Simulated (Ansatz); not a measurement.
Antifluorite K₂Te, treated with PBEsol-D3(BJ) in Ansatz (plane waves, PAW).

Run with plane-wave cutoff 520 eV, 8×8×8 k mesh, Fermi–Dirac smearing 0.01 eV, scalar-relativistic PAW data made under PBE.

A third-order Birch–Murnaghan fit to the energies gives V0 = 41.398 Å³/atom, B0 = 16.7 GPa, B′ = 4.5.

```csv
V (Å³/atom),P (GPa)
38.892,1.202
39.719,0.760
40.547,0.364
41.374,0.010
42.202,-0.308
43.029,___
43.856,___
```

Problem. Estimate the withheld pressures from this fit; the answers are the runs' own values.

Solution. 
- 43.029, P (GPa): -0.592
- 43.856, P (GPa): -0.847

The formula P = (3/2) B0 (x^(7/3) − x^(5/3)) [1 + (3/4)(B′ − 4)(x^(2/3) − 1)] with x = V0/V meets the computed pressures within 0.01 GPa when these rounded values are put in.

Note: the relaxation could not lower the start's symmetry, so the cell can be a saddle point above a distorted one; the volume lies 8 % below that of the published cell.

Spin–orbit coupling is not included.

Computed values are for the static lattice.

Ansatz is a program for electronic structure.
